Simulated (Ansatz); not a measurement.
PtS2: Pt → Te

The reference is PtS₂ in the CdI2 type structure (space group P-3m1, No. 164; a = 3.559 Å, c = 4.385 Å; layered).

The change: every Pt is replaced by Te; the structure is relaxed again.

All numbers come from Kohn–Sham DFT with the PBEsol-D3(BJ) functional, run in Ansatz (an electronic-structure program) with PAW and 420 eV plane waves, spin-orbit coupling left out. Γ-centred 14×14×9 mesh, Fermi–Dirac width 0.05 eV, for the changed cell.

The density decreases by 4.143 g/cm³ to 4.80 g/cm³ and the lattice parameter a rises by 0.184 Å (3.559 Å → 3.743 Å). The c/a ratio increases by 0.227 to 1.459 and the shortest interatomic distance rises by 0.290 Å to 2.664 Å. The band gap is still zero.

Cost of the whole job for the changed cell (relaxation, final SCF and bands): around 110 core-seconds (rough).

Spin-orbit coupling, missing from the scalar runs, can matter with Te. Stability against distortions was not tested. As relaxed here, TeS2 is a hypothetical phase, not in the database extracts checked. All final runs are without spin polarisation. A zero or small gap of TeS2 and PtS2 can be the functional's error rather than a property of the material.
